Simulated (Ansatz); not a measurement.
# The (100) surface of rock-salt TaC, N on all C sites of the top plane (bottom of the slab: a bare face, its two planes held)

These are PBE (plane waves to 420 eV, PAW; Ansatz, a first-principles code) values and carry that method's errors.

Slab: 12 atoms, 11.2 Å thick at the start; k 12x12x1, smearing 0.1 eV, dipole-corrected; 4 atoms held, the rest relaxed; start symmetry kept, larger cells not searched; no spin, no spin-orbit, no U. In PBE it is, or lies within 0.01 eV a 1x1 cell of, the lowest of the 2 structures of its composition computed so far; larger cells were not tried.

| Property | Value |
|---|---|
| work function of the top face | 3.23 eV |
| energy released by relaxation | 0.35 eV |
| cost | very roughly 5 core-minutes |
